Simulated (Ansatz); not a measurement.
System: AlBN₂ (model structure, started from the BeSiN2 type, I-42d, No. 122, 8 atoms in the cell). Method: PBE0 in Ansatz (plane waves, PAW).

Settings: plane-wave cutoff 460 eV, 8×8×8 k mesh, Fermi–Dirac smearing 0.01 eV, scalar-relativistic PAW data made under PBE.

Cell (relaxed with PBEsol):

```
AlBN2
1.0
   -2.04392     2.04392     3.80878
    2.04392    -2.04392     3.80878
    2.04392     2.04392    -3.80878
Al B N
2 2 4
Direct
  0.00000   0.00000   0.00000
  0.75000   0.25000   0.50000
  0.50000   0.50000   0.00000
  0.25000   0.75000   0.50000
  0.37500   0.43186   0.55686
  0.56814   0.12500   0.94314
  0.87500   0.81814   0.44314
  0.18186   0.62500   0.05686
```

Question: What does this level give for the band gap?

Answer: 
- band gap: 4.81 eV (on the SCF k mesh) (direct)

Note: the relaxation could raise the start's symmetry but not lower it, so the cell can be a saddle point; cell and atoms aren't relaxed at this level (pressure -2.4 GPa).

The result took about 6 core-minutes (a rough figure).

A model structure was made by putting elements into a prototype or built by hand; it is no filed structure, need not be a known phase, and can be a saddle point held by its symmetry.

Ansatz is a program for electronic structure.
